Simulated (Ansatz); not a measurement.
## Defect calculation: Si on the Ga site + N vacancy in wurtzite GaN

Method: PBE, PAW (plane waves to 420 eV; Ansatz, a program for electronic structure). Cell: 96 sites, 3×2×2 repeats of a cell of 8 atoms; final energies on a 2×2×2 shifted mesh. Sites at the start: the Ga site; N 1.97 Å away. Energies of charged states are corrected for periodic images (point charge plus alignment at distant sites). Dielectric constants: PBE linear response of the host. Host gap at this level: 1.71 eV. A cell of this size leaves errors of a few tenths of an eV. PBE underestimates the host's gap, which shifts levels and can delocalise carriers. Spin–orbit coupling is left out. Each state is the lowest found from its start.

Formation energies E_f are given with the Fermi level at the valence-band maximum. Chemical conditions: Ga-rich (Δμ(Ga) = 0.00 eV, Δμ(N) = -0.88 eV, Δμ(Si) = -1.30 eV, bounded by beta Si3N4; only phases computed here count, gases as isolated molecules at 0 K); N-rich (Δμ(Ga) = -0.88 eV, Δμ(N) = 0.00 eV, Δμ(Si) = -2.47 eV, bounded by beta Si3N4; only phases computed here count, gases as isolated molecules at 0 K). Reference phases: Ga: alpha gallium, N: N2 molecule in a box, Si: silicon.

The name describes the start; the neighbours show where the atoms ended.

Charges with a result: +2, +1, 0, −1. Others weren't obtained, and one of them could lie lower, also by skipping a charge.

| charge | moment (μB) | largest move off a lattice site (Å) | neighbours of the last Si atom of the defect at the end (Å) | image correction with alignment (eV) | E_f, Ga-rich (eV) | E_f, N-rich (eV) |
|---|---|---|---|---|---|---|
| +2 | not spin-polarised | 0.16 | N 1.78, N 1.78, N 1.78 | 0.40 | 0.51 | 1.68 |
| +1† | 1.0 | 0.15 | N 1.81, N 1.81, N 1.81 | 0.05 | – | – |
| 0* | not spin-polarised | 0.31 | N 1.81, N 1.82, N 1.90, Ga 2.78 | – | – | – |
| −1* | 1.0 | 0.30 | N 1.83, N 1.86, N 1.92, Ga 2.80 | – | – | – |

* At this level the carrier isn't localised at the defect: at charge 0 electrons occupy the conduction band; at charge −1 electrons occupy the conduction band. Such a state is shallow or no state of the defect, and this cell gives it no level.

† Not settled in this cell, so no level is given: charge +1: carriers not clearly localised.

Flagged in the runs: a host whose relaxation on this sampling wasn't shown to rest, a strain field that reaches the edge of the cell.

All states together cost very roughly 7 core-hours.
